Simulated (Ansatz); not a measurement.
Start from InAs in the zinc blende structure (space group F-43m, No. 216; a = 6.0874 Å). Axes: x, y, z lie along the cube axes.

Structures relaxed with DFT with PBEsol, PAW potentials and a 420 eV plane-wave cutoff in Ansatz (a quantum-chemistry and plane-wave program), no SOC, earlier PAW set.

Base:

Simulated powder pattern, Cu Kα1, λ = 1.54056 Å (kinematic, ideal powder, no thermal factors, no anomalous dispersion; the 14 strongest lines at most, above 2 %, up to 2θ = 90°):

```json
[
 {"2θ (°)": "25.32", "I/Imax (%)": "100", "hkl": "(111)"},
 {"2θ (°)": "29.32", "I/Imax (%)": "4.1", "hkl": "(200)"},
 {"2θ (°)": "41.94", "I/Imax (%)": "74", "hkl": "(220)"},
 {"2θ (°)": "49.63", "I/Imax (%)": "47", "hkl": "(311)"},
 {"2θ (°)": "60.82", "I/Imax (%)": "12", "hkl": "(400)"},
 {"2θ (°)": "66.95", "I/Imax (%)": "19", "hkl": "(331)"},
 {"2θ (°)": "76.62", "I/Imax (%)": "24", "hkl": "(422)"},
 {"2θ (°)": "82.22", "I/Imax (%)": "14", "hkl": "(333)"}
]
```

After one change:

Simulated powder pattern, Cu Kα1, λ = 1.54056 Å (kinematic, ideal powder, no thermal factors, no anomalous dispersion; the 14 strongest lines at most, above 2 %, up to 2θ = 90°):

```json
[
 {"2θ (°)": "24.89", "I/Imax (%)": "100"},
 {"2θ (°)": "28.82", "I/Imax (%)": "4.1"},
 {"2θ (°)": "41.21", "I/Imax (%)": "75"},
 {"2θ (°)": "48.74", "I/Imax (%)": "47"},
 {"2θ (°)": "59.69", "I/Imax (%)": "12"},
 {"2θ (°)": "65.68", "I/Imax (%)": "19"},
 {"2θ (°)": "75.10", "I/Imax (%)": "24"},
 {"2θ (°)": "80.55", "I/Imax (%)": "14"},
 {"2θ (°)": "89.46", "I/Imax (%)": "8.0"}
]
```

Question: Name the change that was made.
(A) uniaxial strain ε_xx = −0.62 %
(B) isotropic strain +1.71 %
(C) strain tensor (xx, yy, zz, yz, xz, xy) = (+1.82, −0.22, −0.76, −0.46, −1.28, −0.69) %

Answer: B, isotropic strain +1.71 %. Its volume per atom is 29.67 Å³ against 28.20 Å³, and its space group is F-43m (No. 216).

Whether these cells are dynamically stable was not tested. The final runs are not spin-polarised.
